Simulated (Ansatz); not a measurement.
Worked example: self-consistent single point of Li2HfO3 (Cm, 6 atoms in the cell) in Ansatz (a program for electronic structure).

Method: PBEsol, default PAW files made with PBE (plane waves; Ansatz).

The change in words: lattice scaled by 0.98; kpoints.mp_grid.grid: 7 7 8 → 6 6 7. Reference geometry:
```
CELL_PARAMETERS angstrom
      4.80618    -2.09009     0.00000
      4.80618     2.09009     0.00000
     -0.06897     0.00000     3.19758
ATOMIC_POSITIONS crystal
  Li 0.65680 0.65680 0.52283
  Li 0.34331 0.34331 0.49281
  Hf 0.00000 0.00000 0.00000
  O  0.85976 0.85976 0.49067
  O  0.14024 0.14024 0.50933
  O  0.50000 0.50000 0.00000
```

Reference input (self-consistent single point, DFT, PBEsol, plane waves, default PAW files made with PBE): basis.ecutwfc = 30.9 Ry; kpoints.mp_grid.grid = 7 7 8; hamiltonian.xc = pbesol; hamiltonian.pseudopotentials = {kind: paw} (the program's default PAW files); scf.occupations.method = fermi_dirac; scf.occupations.width = 0.0015 Ry. This run's input differs from it in these lines:

Ansatz 0.2 input:
```diff
@@ -2,12 +2,12 @@
   lattice:
-    - [4.806183, -2.090086, 0.000000]
-    - [4.806183, 2.090086, 0.000000]
-    - [-0.068967, 0.000000, 3.197582]
+    - [4.710059, -2.048284, 0.000000]
+    - [4.710059, 2.048284, 0.000000]
+    - [-0.067588, 0.000000, 3.133630]
   atoms:
-    - { symbol: Li, position_ang: [6.277363, -0.000000, 1.671782] }
-    - { symbol: Li, position_ang: [3.266034, -0.000000, 1.575800] }
+    - { symbol: Li, position_ang: [6.151816, -0.000000, 1.638346] }
+    - { symbol: Li, position_ang: [3.200713, 0.000000, 1.544284] }
     - { symbol: Hf, position_ang: [0.000000, 0.000000, 0.000000] }
-    - { symbol: O, position_ang: [8.230488, -0.000000, 1.568958] }
-    - { symbol: O, position_ang: [1.312911, -0.000000, 1.628624] }
-    - { symbol: O, position_ang: [4.806183, 0.000000, 0.000000] }
+    - { symbol: O, position_ang: [8.065877, -0.000000, 1.537578] }
+    - { symbol: O, position_ang: [1.286653, 0.000000, 1.596052] }
+    - { symbol: O, position_ang: [4.710059, 0.000000, 0.000000] }
 basis:
@@ -16,3 +16,3 @@
   mp_grid:
-    grid: [7, 7, 8]
+    grid: [6, 6, 7]
 hamiltonian:
```

Log, with long lists cut:

```
SCF iter   1: F=—  HF=-17695.788371 eV  |F-HF|=—  |Δ(HF+E_count)|=         —  Δρ=1.69e-2  dr2=1.50e-1  ethr=1.77e-3  ⟨swp⟩=6.3  Hψ=8744  notcnv=0
all-band conjugate gradients solve this SCF's bands
preconditioner: auto → Resta (q_TF=auto, 2.643 Å⁻¹)
SCF iter   2: F=—  HF=-17695.749678 eV  |F-HF|=—  |Δ(HF+E_count)|=   3.87e-2  Δρ=3.13e-3  dr2=2.41e-3  ethr=2.99e-4  ⟨swp⟩=2.0  Hψ=4014  notcnv=0  defer=133
   [... lines left out ...]
SCF iter   5: F=—  HF=-17695.749033 eV  |F-HF|=—  |Δ(HF+E_count)|=   3.94e-5  Δρ=1.52e-4  dr2=1.44e-5  ethr=2.40e-7  ⟨swp⟩=3.0  Hψ=5026  notcnv=0  defer=133
SCF iter   6: F=—  HF=-17695.749102 eV  |F-HF|=—  |Δ(HF+E_count)|=   6.88e-5  Δρ=4.29e-5  dr2=1.18e-6  ethr=2.88e-8  ⟨swp⟩=2.0  Hψ=2914  notcnv=0  defer=133
SCF iter   7: F=—  HF=-17695.749102 eV  |F-HF|=—  |Δ(HF+E_count)|=   5.86e-7  Δρ=3.44e-5  dr2=6.13e-7  ethr=2.35e-9  ⟨swp⟩=2.0  Hψ=3682  notcnv=0  defer=133
SCF iter   8: F=-17695.749102 eV  HF=-17695.749102 eV  |F-HF|=2.21e-9  |Δ(HF+E_count)|=   2.66e-8  Δρ=6.26e-6  dr2=2.79e-8  ethr=2.00e-10  ⟨swp⟩=7.4  Hψ=11075  notcnv=0
SCF 1 converged in 8 iterations: F = -17695.749102 eV  dr2 = 2.79e-8
Free energy (F): -17695.749102 eV
Internal energy: -17695.749102 eV  (E = F + TS)
E sigma→0 (E₀):  -17695.749102 eV
Fermi energy:    10.989654 eV
--- Forces (eV/Å), atoms counted from 1 ---
  atom   1  Li     0.01768464     0.00000000    -0.09245017
  atom   2  Li    -0.01031410     0.00000000    -0.01345889
  atom   3  Hf     0.00027067     0.00000000     0.04233191
  atom   4  O     -0.83658675     0.00000000    -0.00821358
  atom   5  O      0.83179511     0.00000000     0.07142372
  atom   6  O     -0.00285063     0.00000000     0.00037062
--- Stress (GPa, compression-positive) ---
        7.065178      -0.000000      -0.143547
       -0.000000       9.191696      -0.000000
       -0.143545      -0.000000       9.718514
  P = ⅓ Tr σ = 8.6585 GPa (86.585 kbar)
  The stress holds the Pulay correction. Without it, at fixed plane waves, as pw.x and ABINIT print it: P = 7.9978 GPa
```

The run converged in 8 iterations. Against the reference run the free energy goes up by 11.7 meV/atom, the pressure goes from -2.15 to 8.66 GPa, the largest force goes from 0.096 to 0.837 eV/Å and the gap on the mesh goes from 4.019 to 4.302 eV.

The starting cell comes from a database of computed structures (which also holds hypothetical and non-ambient phases and stackings), without a prior relaxation at this level. Its lattice was rescaled by up to half a per cent. One atom was moved a little off its site on purpose. For this run, on top of that: lattice scaled by 0.98. Spin-orbit coupling is off. With a pressure of about 9 GPa the cell is away from its equilibrium volume at this level. Ansatz's pressure includes its estimate of the finite-basis (Pulay) stress. Without the estimate this run gives 8.00 GPa. Another mesh or the band path of this cell gives a smaller gap, so this value is not converged in the mesh.
